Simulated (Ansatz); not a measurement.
# ScPtN2 (model structure, started from the PtCoO2 type, R-3m, No. 166, 4 atoms in the cell)

These are LDA in Ansatz (PAW) values and carry that method's errors.

Run with plane-wave cutoff 520 eV, 20×20×20 k mesh, Fermi–Dirac smearing 0.05 eV, scalar-relativistic PAW data made under PBE.

Cell (relaxed at this level):

```cif
data_N6Pt3Sc3
_chemical_formula_sum 'Sc3 Pt3 N6'
_space_group_name_H-M_alt 'R-3m :H'
_space_group_IT_number 166
_space_group_name_Hall '-R 3 2"'
_cell_length_a 3.14093
_cell_length_b 3.14093
_cell_length_c 17.94516
_cell_angle_alpha 90.000
_cell_angle_beta 90.000
_cell_angle_gamma 120.000
loop_
_atom_site_label
_atom_site_type_symbol
_atom_site_symmetry_multiplicity
_atom_site_Wyckoff_symbol
_atom_site_fract_x
_atom_site_fract_y
_atom_site_fract_z
_atom_site_occupancy
Sc1 Sc 3 b 0.00000 0.00000 0.50000 1
Pt1 Pt 3 a 0.00000 0.00000 0.00000 1
N1 N 6 c 0.00000 0.00000 0.10382 1
```
(The calculation used a cell of 4 atoms; values per cell refer to that cell.)

- band gap: zero (no gap)
- bulk modulus: 133 GPa

Note: the bulk modulus is −V dP/dV from two relaxed cells at ±2 % in volume; the relaxation could raise the start's symmetry but not lower it, so the cell can be a saddle point.

Spin–orbit coupling is not included; it can open a gap where bands touch, and shift volumes and moduli.

It cost about 7 core-minutes (a rough figure) of CPU time.

A model structure was made by putting elements into a prototype or built by hand; it is no filed structure, need not be a known phase, and can be a saddle point held by its symmetry.

Ansatz is a program for electronic structure.
